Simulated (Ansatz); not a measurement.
Input and output of a self-consistent single point for Zr2V3Fe (R3m, 6 atoms in the cell) (Ansatz, a first-principles code).

Computed with PBEsol, default PAW files made with PBE (plane waves; Ansatz).

```
CELL_PARAMETERS angstrom
      2.61988     1.51259     4.01689
     -2.61988     1.51259     4.01689
      0.00000    -3.02518     4.01689
ATOMIC_POSITIONS crystal
  Zr 0.63002 0.63002 0.63002
  Zr 0.37413 0.37413 0.37413
  V  0.00000 0.50000 0.00000
  V  0.00000 0.00000 0.50000
  V  0.50000 0.00000 0.00000
  Fe 0.00000 0.00000 0.00000
```
Moments meant for the start (each program seeds them in its own way; μB, in the order of the atoms Zr Zr V V V Fe): 0.0 0.0 2.0 2.0 2.0 4.0.

Reference input (self-consistent single point, DFT, PBEsol, plane waves, default PAW files made with PBE): basis.ecutwfc = 420 eV; kpoints.mp_grid.grid = 5 5 5; hamiltonian.xc = pbesol; hamiltonian.pseudopotentials = {kind: paw} (the program's default PAW files); magnetization.spin_polarized = true; scf.occupations.method = gaussian; scf.occupations.width = 0.1 eV. This run's input differs from it in these lines:

Ansatz 0.2 input:
```diff
@@ -16,3 +16,3 @@
 kpoints:
-  mp_grid: { grid: [5, 5, 5] }
+  mp_grid: { grid: [8, 8, 8] }
 hamiltonian:
```

Log, with long lists cut:

```
SCF iter   1: F=—  HF=-21368.602012 eV  |F-HF|=—  |Δ(HF+E_count)|=         —  Δρ=1.96e-1 (↑1.96e-1 ↓1.17e-1)  dr2=7.23e0  dr2_m=2.07e1  M=1.005 μB ∫|m|=1.544 μB  β_m=0.30  ethr=3.10e-3  ⟨swp⟩=4.6  Hψ=21235  notcnv=0
Mixer restart at iter 1: flushing history
all-band conjugate gradients solve this SCF's bands
preconditioner: auto → Kerker (q_TF=auto, 2.643 Å⁻¹)
spin=Collinear: Kerker preconditioning applied to the charge; magnetization (m = ρ↑ − ρ↓) channel mixes plain (no charge-response kernel on spin).
   [... lines left out ...]
SCF iter  15: F=—  HF=-21362.838352 eV  |F-HF|=—  |Δ(HF+E_count)|=   3.00e-9  Δρ=7.84e-7 (↑7.84e-7 ↓7.63e-7)  dr2=2.50e-9  dr2_m=1.63e-11  M=-0.000 μB ∫|m|=0.000 μB  β_m=0.78  ethr=2.56e-11  ⟨swp⟩=2.0  Hψ=8730  notcnv=0  defer=785
SCF iter  16: F=-21362.838352 eV  HF=-21362.838352 eV  |F-HF|=8.91e-10  |Δ(HF+E_count)|=  1.82e-11  Δρ=4.55e-7 (↑4.42e-7 ↓4.55e-7)  dr2=9.34e-10  dr2_m=5.87e-13  M=0.000 μB ∫|m|=0.000 μB  ethr=3.17e-12  ⟨swp⟩=6.4  Hψ=23047  notcnv=0
SCF 1 converged in 16 iterations: F = -21362.838352 eV  dr2 = 9.34e-10
WARN: the starting moments were not kept: the SCF closed with an absolute magnetisation of 4.2e-6 μB, where they sum to 10 μB in size (4 sites) …
Magnetization: 0.0000 μB (39.5000 up, 39.5000 down)
   [... lines left out ...]
Absolute magnetization: 0.0000 μB (∫|ρ↑−ρ↓|, with the PAW one-centre terms)
Free energy (F): -21362.838352 eV
Fermi energy:    15.708157 eV
   [... lines left out ...]
  atom   6  Fe     0.00000000    -0.00000000     0.06271680
--- Stress (GPa, compression-positive) ---
       -6.205036       0.000000      -0.000000
        0.000000      -6.205036       0.000000
        0.000000       0.000000      -5.539714
  P = ⅓ Tr σ = -5.9833 GPa (-59.833 kbar)
  The stress holds the Pulay correction. Without it, at fixed plane waves, as pw.x and ABINIT print it: P = -6.0299 GPa
```

The run converged in 16 iterations. Against the reference run the free energy goes down by 2.0 meV/atom, the pressure goes from -5.86 to -5.98 GPa and the largest force goes from 0.451 to 0.473 eV/Å.

The starting cell comes from a database of computed structures (which also holds hypothetical and non-ambient phases and stackings), without a prior relaxation at this level. Its lattice was rescaled by up to half a per cent. One atom was moved a little off its site on purpose. The starting moments vanished: the run ended non-magnetic, which need not be the lowest state. The program warned that a starting moment was not kept. With a pressure of about -6 GPa the cell is away from its equilibrium volume at this level. Ansatz's pressure includes its estimate of the finite-basis (Pulay) stress.

Cost on one core of a shared machine: roughly 2 min.
